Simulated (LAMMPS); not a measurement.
An MD run on a melt of Ni (fcc), 2048 atoms, cooled from 2590 K to 300 K at 1e+14 K/s, at zero pressure.

All values are model results, not measurements: classical MD, pair style eam, the elements' _u3.eam files (universal-3 set of Foiles, Baskes and Daw), run in LAMMPS.

The state found comes out as glass and the density is 8.53 g/cm³ (one sample). The volume per atom is 11.4 Å³ (one sample). The enthalpy per atom comes out as -4.257 eV (one sample) and the first peak of g(r) comes out as 2.45 Å, height 5.1. The coordination number comes out as 12.7 (counted to 3.22 Å). The most common Ni-Ni-Ni angle is in the 3° bin centred on 58.5° (mean of all 96°) and the mean frequency of the velocity spectrum comes out as 6.2 THz. The energy above the crystal at 0 K is 0.114 eV/atom and the cost is very roughly 2.8 core-minutes.

Potential: the _u3.eam files of the LAMMPS distribution; the Cu file's header cites Foiles et al, Phys Rev B, 33, 7983 (1986).

| T (K) | volume (Å³/atom) |
|---|---|
| 2552 | 14.038 |
| 2476 | 13.975 |
| 2399 | 13.816 |
| 2323 | 13.721 |
| 2246 | 13.608 |
| 2170 | 13.486 |
| 2094 | 13.369 |
| 2018 | 13.244 |
| 1941 | 13.172 |
| 1865 | 13.046 |
| 1788 | 12.917 |
| 1712 | 12.845 |
| 1636 | 12.755 |
| 1560 | 12.646 |
| 1483 | 12.534 |
| 1407 | 12.467 |
| 1330 | 12.368 |
| 1254 | 12.265 |
| 1178 | 12.187 |
| 1102 | 12.097 |
| 1025 | 12.027 |
| 948.8 | 11.940 |
| 872.5 | 11.878 |
| 796.2 | 11.803 |
| 719.8 | 11.748 |
| 643.5 | 11.687 |
| 567.2 | 11.628 |
| 490.8 | 11.581 |
| 414.5 | 11.527 |
| 338.2 | 11.481 |

| T (K) | potential energy (eV/atom) |
|---|---|
| 2552 | -3.8004 |
| 2476 | -3.8122 |
| 2399 | -3.8338 |
| 2323 | -3.8499 |
| 2246 | -3.8676 |
| 2170 | -3.8868 |
| 2094 | -3.9049 |
| 2018 | -3.9249 |
| 1941 | -3.9383 |
| 1865 | -3.9623 |
| 1788 | -3.9812 |
| 1712 | -3.9960 |
| 1636 | -4.0124 |
| 1560 | -4.0333 |
| 1483 | -4.0527 |
| 1407 | -4.0691 |
| 1330 | -4.0866 |
| 1254 | -4.1080 |
| 1178 | -4.1245 |
| 1102 | -4.1425 |
| 1025 | -4.1597 |
| 948.8 | -4.1759 |
| 872.5 | -4.1927 |
| 796.2 | -4.2074 |
| 719.8 | -4.2215 |
| 643.5 | -4.2349 |
| 567.2 | -4.2480 |
| 490.8 | -4.2599 |
| 414.5 | -4.2717 |
| 338.2 | -4.2830 |
